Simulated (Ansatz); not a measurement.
We consider PtSb (model structure, started from the CsCl type, Pm-3m, No. 221, 2 atoms in the cell), described by LDA in Ansatz (plane waves, PAW).

Numerical settings: plane-wave cutoff 520 eV, 16×16×16 k mesh, Fermi–Dirac smearing 0.05 eV, scalar-relativistic PAW data made under PBE.

Cell (relaxed at this level):

```cif
data_PtSb
_chemical_formula_sum 'Pt1 Sb1'
_space_group_name_H-M_alt 'Pm-3m'
_space_group_IT_number 221
_space_group_name_Hall '-P 4 2 3'
_cell_length_a 3.34967
_cell_length_b 3.34967
_cell_length_c 3.34967
_cell_angle_alpha 90.000
_cell_angle_beta 90.000
_cell_angle_gamma 90.000
loop_
_atom_site_label
_atom_site_type_symbol
_atom_site_symmetry_multiplicity
_atom_site_Wyckoff_symbol
_atom_site_fract_x
_atom_site_fract_y
_atom_site_fract_z
_atom_site_occupancy
Pt1 Pt 1 a 0.00000 0.00000 0.00000 1
Sb1 Sb 1 b 0.50000 0.50000 0.50000 1
```

Question: Predict the bulk modulus.

Answer: 
bulk modulus: 156 GPa

The run finds no gap.

Note: the bulk modulus is −V dP/dV from two relaxed cells at ±2 % in volume; the relaxation could raise the start's symmetry but not lower it, so the cell can be a saddle point.

Spin–orbit coupling is not included; it can open a gap where bands touch, and shift volumes and moduli.

The computed numbers hold no vibrational or temperature effects.

It cost roughly 60 core-seconds of CPU time.

A model structure was made by putting elements into a prototype or built by hand; it is no filed structure, need not be a known phase, and can be a saddle point held by its symmetry.

Ansatz is a program for electronic structure.
